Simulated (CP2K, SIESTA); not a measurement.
A SIESTA input for a self-consistent single point of LiF (Fm-3m, 2 atoms in the cell) (DFT, GGA PBEsol, numerical atomic orbitals TZP, PseudoDojo PBEsol standard norm-conserving potentials (rewritten from UPF to PSML)):

```
# files in the folder: Li.psml F.psml (PseudoDojo PBEsol standard)
SystemName  LiF
SystemLabel LiF

NumberOfAtoms                2
NumberOfSpecies              2
%block ChemicalSpeciesLabel
  1 3 Li
  2 9 F
%endblock ChemicalSpeciesLabel
LatticeConstant              2.853927 Ang
%block LatticeVectors
     0.000000000    0.707106734    0.707106734
     0.707106734    0.000000000    0.707106734
     0.707106734    0.707106734    0.000000000
%endblock LatticeVectors
AtomicCoordinatesFormat      Bohr
%block AtomicCoordinatesAndAtomicSpecies
     0.000000000    0.000000000    0.000000000  1
     3.813525901    3.813525901    3.813525901  2
%endblock AtomicCoordinatesAndAtomicSpecies

XC.functional                GGA
XC.authors                   PBEsol
PAO.BasisSize                TZP
PAO.EnergyShift              0.01 Ry
PAO.Polarization.NonPerturbative true
MeshCutoff                   400 Ry
%block kgrid.MonkhorstPack
    9   0   0  0.0
    0   9   0  0.0
    0   0   9  0.0
%endblock kgrid.MonkhorstPack
OccupationFunction           FD
ElectronicTemperature        10 K

MaxSCFIterations             150
SCF.Mixer.Method             Pulay
SCF.Mixer.Weight             0.2
SCF.Mixer.History            6
SCF.DM.Tolerance             1.0E-05
Diag.ParallelOverK           true
WriteForces                  true
Charge.Mulliken              end
```

### Question
Give the CP2K input for the same structure, mesh, smearing and functional.

### Answer
One input that does it (others would too):

```
&GLOBAL
  PROJECT bulk
  RUN_TYPE ENERGY_FORCE
  PRINT_LEVEL LOW
&END GLOBAL
&FORCE_EVAL
  METHOD Quickstep
  STRESS_TENSOR ANALYTICAL
  &DFT
    BASIS_SET_FILE_NAME BASIS_MOLOPT
    POTENTIAL_FILE_NAME GTH_POTENTIALS
    &QS
      METHOD GPW
      EPS_DEFAULT 1E-10
    &END QS
    &MGRID
      CUTOFF 550
      REL_CUTOFF 50
      NGRIDS 5
    &END MGRID
    &SCF
      SCF_GUESS ATOMIC
      EPS_SCF 1E-7
      MAX_SCF 100
      ADDED_MOS 4
      &DIAGONALIZATION
        ALGORITHM STANDARD
      &END DIAGONALIZATION
      &MIXING
        METHOD BROYDEN_MIXING
        ALPHA 0.4
        NBUFFER 10
        BETA 1.5
      &END MIXING
    &END SCF
    &KPOINTS
      SCHEME MONKHORST-PACK 9 9 9
    &END KPOINTS
    &XC
      &XC_FUNCTIONAL
        &PBE
          PARAMETRIZATION PBESOL
        &END PBE
      &END XC_FUNCTIONAL
    &END XC
    &PRINT
      &MO
        EIGENVALUES T
        OCCUPATION_NUMBERS T
        NDIGITS 8
        FILENAME mo
        &EACH
          QS_SCF 0
        &END EACH
        ADD_LAST NUMERIC
      &END MO
      &MULLIKEN OFF
      &END MULLIKEN
    &END PRINT
  &END DFT
  &SUBSYS
    &CELL
      ABC 2.85392700 2.85392651 2.85392630
      ALPHA_BETA_GAMMA 59.99999481 60.00000346 60.00000586
      PERIODIC XYZ
    &END CELL
    &COORD
      Li       0.00000000     0.00000000     0.00000000
      F        2.85392650     1.64771550     1.16511050
    &END COORD
    &KIND Li
      BASIS_SET DZVP-MOLOPT-SR-GTH-q3
      POTENTIAL GTH-PBE-q3
    &END KIND
    &KIND F
      BASIS_SET DZVP-MOLOPT-SR-GTH-q7
      POTENTIAL GTH-PBE-q7
    &END KIND
  &END SUBSYS
  &PRINT
    &FORCES ON
    &END FORCES
    &STRESS_TENSOR ON
    &END STRESS_TENSOR
  &END PRINT
&END FORCE_EVAL
```

Basis settings and potentials, where a program has them, do not carry over. This input uses DFT PBEsol, GPW, DZVP-MOLOPT-SR-GTH basis, GTH-PBE potentials (GTH_POTENTIALS). Both were run: pressure -4.74 GPa in SIESTA and -0.51 in CP2K; gap on the mesh 8.820 eV in SIESTA and 8.804 in CP2K.

On CP2K: the starting cell comes from a database of computed structures (which also holds hypothetical and non-ambient phases and stackings), without a prior relaxation at this level. Its lattice was rescaled by a random factor within 2.5 % of one. Values carry the incompleteness of an atom-centred basis. The potentials were made for another functional than the one used.

On SIESTA: the starting cell comes from a database of computed structures (which also holds hypothetical and non-ambient phases and stackings), without a prior relaxation at this level. Its lattice was rescaled by a random factor within 2.5 % of one. Values carry the incompleteness of an atom-centred basis. With a pressure of about -5 GPa the cell is away from its equilibrium volume at this level.
